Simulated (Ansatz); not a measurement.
Consider Rh in the fcc (Cu type) structure (space group Fm-3m, No. 225; a = 3.802 Å; relaxed with 0.1 eV smearing). Axes: x, y, z lie along the cube axes.

Calculations: r2SCAN in Ansatz (plane waves to 500 eV, PAW, spin-orbit coupling left out).

Strains are applied to the cell and any free atomic positions relax; under biaxial strain the out-of-plane vector relaxes too.

One change was made to it. Results:

| quantity | base | after |
|---|---|---|
| energy relative to the base (free energy F) | 0 meV/atom | +23 meV/atom |
| shortest interatomic distance | 2.688 Å | 2.635 Å |

Task: Which change produced these results?
A. uniaxial strain ε_xx = +3.24 %
B. strain tensor (xx, yy, zz, yz, xz, xy) = (+0.13, −0.36, −2.64, −0.50, +0.45, −1.31) %
C. isotropic strain −0.79 %
D. uniaxial strain ε_zz = −2.01 %
E. biaxial strain −1.10 %, plane normal [110], relaxed out of plane

Result: B, strain tensor (xx, yy, zz, yz, xz, xy) = (+0.13, −0.36, −2.64, −0.50, +0.45, −1.31) %. For comparison, the energy relative to the base in the other runs: isotropic strain −0.79 % gives +7.0 meV/atom; uniaxial strain ε_zz = −2.01 % gives +8.0 meV/atom; uniaxial strain ε_xx = +3.24 % gives +19 meV/atom; biaxial strain −1.10 %, plane normal [110], relaxed out of plane gives +6.1 meV/atom.

Stability against distortions was not tested. The final runs are not spin-polarised. Rh lies near a magnetic instability that expansion can trigger; it was not tested.

Ansatz is a program for electronic structure.
